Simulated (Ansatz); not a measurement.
Consider Rh in the fcc (Cu type) structure (space group Fm-3m, No. 225; a = 3.7551 Å; relaxed with 0.1 eV smearing). Axes: x, y, z lie along the cube axes.

Level of theory: Ansatz (a first-principles code) LDA, no SOC.

Base values:

```
Property    Value
--------  -------
Pressure  0.0 GPa
```

It is then changed as follows: biaxial strain −1.25 %, plane normal [111], relaxed out of plane (Cartesian); in-plane vectors clamped, the third vector and the atoms free.

Question: Estimate the effect on the out-of-plane strain.

Answer: The out-of-plane strain comes out as +0.71 %.

Question: Estimate the effect on the energy relative to the base.

Answer: The energy increases by 9.3 meV/atom.

Question: Estimate the effect on the pressure.

Answer: The pressure (mean of the normal stresses, compression positive) goes from zero to 6.2 GPa.

Whether these cells are dynamically stable was not tested. The final runs are not spin-polarised.
